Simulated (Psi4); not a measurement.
Psi4 1.11, TPSS/def2-svp: Mo(O)(F)(OMe)3 (C[O][Mo](=[O])([F])([O]C)[O]C), 18 atoms. The geometry is a generated start, not checked to be a minimum at this level.

```
Property                                             Result
--------------------------  -------------------------------
task                                                 energy
method                                                 tpss
basis                                              def2-svp
memory                                                 3 GB
maxiter                                                 100
keys of the molecule block                      symmetry c1
scf_type                                       df (default)
e_convergence                               1e-06 (default)
d_convergence                               1e-06 (default)
dft_radial_points                              75 (default)
dft_spherical_points                          302 (default)
effective core potentials   those of the basis set, past Kr
basis functions                                         188
grid points                                          384288
```

```xyz
18

Mo    -0.0469     0.2231     0.4037
O     -0.0255     1.6011     1.3300
F     -0.9448    -0.8598     1.6475
O      1.3543    -0.7409     0.9010
C      1.9513    -1.5624     1.8504
H      2.3487    -2.4713     1.3788
H      2.7731    -1.0240     2.3389
H      1.1999    -1.8395     2.6048
O      0.7463     0.6892    -1.0797
C      1.2464     1.2804    -2.2272
H      1.3939     2.3545    -2.0490
H      2.2091     0.8248    -2.4998
H      0.5367     1.1438    -3.0576
O     -1.6246     0.2130    -0.4111
C     -3.0035     0.0686    -0.3065
H     -3.2565    -0.2332     0.7210
H     -3.4929     1.0252    -0.5355
H     -3.3649    -0.6926    -1.0098
```

Charge 0 and multiplicity 1 are set for this test and not shown to be the ground state.

With the defaults (diis_max_vecs = 10, diis = true, scf_initial_accelerator = adiis, damping_percentage = 0, guess = auto, which took SAD) it converges in 13 SCF iterations. One run each on 2 threads, with these changes:
- guess = sapgau
- diis_max_vecs = 20
- guess = modhuckel
- guess = gwh
- guess = core
- diis_max_vecs = 3
- diis = false, scf_initial_accelerator = none, damping_percentage = 60
- scf_initial_accelerator = ediis
- guess = sadno

Which runs fail or end elsewhere than the default run?

No convergence: diis_max_vecs = 3; diis = false, scf_initial_accelerator = none, damping_percentage = 60 (the run ends without SCF convergence in 100 iterations). The rest reach the solution of the defaults.

| setting | SCF iterations | end |
|---|---|---|
| the defaults | 13 | same solution |
| diis_max_vecs = 20 | 13 | same solution |
| guess = modhuckel | 14 | same solution |
| scf_initial_accelerator = ediis | 14 | same solution |
| guess = sadno | 15 | same solution |
| guess = gwh | 18 | same solution |
| guess = sapgau | 20 | same solution |
| guess = core | 20 | same solution |
| diis_max_vecs = 3 | 100 | no convergence |
| diis = false, scf_initial_accelerator = none, damping_percentage = 60 | 100 | no convergence |

1 further run of the study ended by our limits or in an error and is left out.
